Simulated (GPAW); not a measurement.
# Pressure against volume in rock-salt CaO (space group 225) (GPAW, LDA)

```xyz
2
Lattice="0.0000 2.3115 2.3115 2.3115 0.0000 2.3115 2.3115 2.3115 0.0000" Properties=species:S:1:pos:R:3 pbc="T T T"
Ca     0.0000     0.0000     0.0000
O      2.3115     2.3115     2.3115
```

Method: LDA (Perdew-Wang 92), GPAW PAW datasets LDA (gpaw-data 1.0.1) (plane waves; GPAW). Settings: mode = pw; ecut = 1040 eV; xc = LDA; kpts = 12 12 12; mesh shift (steps) = 0 0 0; occupations.name = fermi-dirac; occupations.width = 0.01 eV; nbands = -8; convergence.density = 1e-05 e/electron; convergence.bands = -6; symmetry.symmorphic = false; symmetry.tolerance = 0.0005; maxiter = 100. The cell above is the first row's. The rows scale it uniformly. In all rows fractional positions and the k mesh are held.

| V (Å^3/atom) | P (GPa) |
|---|---|
| 12.350 | ? |
| 12.618 | 5.74 |
| 12.887 | 2.67 |
| 13.155 | -0.08 |
| 13.424 | -2.55 |
| 13.692 | -4.74 |
| 13.961 | -6.73 |
| 14.229 | -8.50 |
| 14.498 | -10.08 |

Problem. Fit P against V with a cubic, and predict the withheld value at V = 12.350.

Solution. With u = V - 13.6, the rows have u = -0.9820, -0.7130, -0.4450, -0.1760, 0.0920, 0.3610, 0.6290, 0.8980. Least squares gives P = -4.022 - 8.0741·u + 1.6774·u² - 0.2263·u³. Residuals (row less fit): 0.001, 0.000, -0.003, -0.002, 0.011, -0.001, -0.007, 0.004; standard error 0.007 (degrees of freedom: 4). The fitted pressure is zero at V0 = 13.15, where dP/dV = -9.733, so B0 = -V0·dP/dV = 128 GPa. At the withheld row, u = -1.2500, so P = -4.022 - 8.0741 × (-1.2500) + 1.6774 × (-1.2500)² - 0.2263 × (-1.2500)³ = 9.134 GPa. The calculation gives 9.18 GPa, 0.046 GPa above the prediction (0.2 % of the range of P in the table). The row lies outside the fitted rows, so this is an extrapolation. From the scatter of the fitted rows alone, a prediction at this place has a standard error of 0.018 GPa, so the miss is 2.5 times that.

Carrying the step between the two nearest rows on in a straight line would have given 8.80, off by 0.38; series whose last step already gives the withheld value aren't shown. The scan was laid around a cell of about the measured size, scaled by a guess for this functional. The runs keep the symmetry of the cell, so they don't test it for distortions. Cutoffs and mesh are single choices, not tested for convergence of this quantity. Series with a scatter that would blur these digits, or in which a gap closes, are not shown.
